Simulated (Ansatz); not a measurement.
```xyz
3
Lattice="3.7384 0.0000 0.0000 -1.8692 3.2375 0.0000 0.0000 0.0000 4.7646" Properties=species:S:1:pos:R:3 pbc="T T T"
Pt     0.0000     0.0000     0.0000
Se     0.0000     2.1584     1.2645
Se     1.8692     1.0792     3.5001
```

The cell was generated from a structure type, relaxed within its symmetry, and need not be the phase found at ambient conditions. The run noted for some of its cells that some bands missed the eigensolver's tolerance. Spin-orbit coupling is not included.

Question: By how much do the lattice constants and the volume change from 300 K to 700 K (the quasi-harmonic free energy, LDA in Ansatz, a first-principles code), and how far does the bulk modulus soften?

Answer: a by 0.25 %, c by 0.69 %, the volume by 1.19 %; B_T goes from 60.5 to 57.2 GPa. No phase change or melting is allowed for: the numbers belong to this structure as given.

The PAW data sets were generated under PBE and serve the other functionals too.
